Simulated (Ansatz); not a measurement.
Input:

```
CELL_PARAMETERS angstrom
      0.00000     2.10744     2.10744
      2.10744     0.00000     2.10744
      2.10744     2.10744     0.00000
ATOMIC_POSITIONS crystal
  O  0.00000 0.00000 0.00000
  Mg 0.50000 0.50000 0.50000
```

No spin polarisation.

Electron doping at 7.0×10^21 cm⁻³ (0.131 per cell), with a uniform compensating background at fixed cell and a 300 K Fermi–Dirac width.

The values are results of DFT with PBEsol, PAW potentials and a 420 eV plane-wave cutoff in Ansatz (a first-principles code), spin-orbit coupling left out, earlier PAW set, not measurements. k-mesh 31×31×31 (Γ-centred); smearing 0.0259 eV (Fermi–Dirac).

Task: Estimate the gap character.

Result: Direct at Γ.

Task: What Fermi level relative to the doped band's edge (positive inside the band; to 0.05 eV) does the calculation give?

Result: +2.35 eV.

Charged cell with a jellium background: band edges are those of the host's band count, energies are not comparable with the neutral cell, and many-body gap narrowing is missing. Whether these cells are dynamically stable was not tested. The cell was made from MgO in the rock salt structure (space group Fm-3m, No. 225) by this change: electrons 7.0×10^21 cm⁻³.
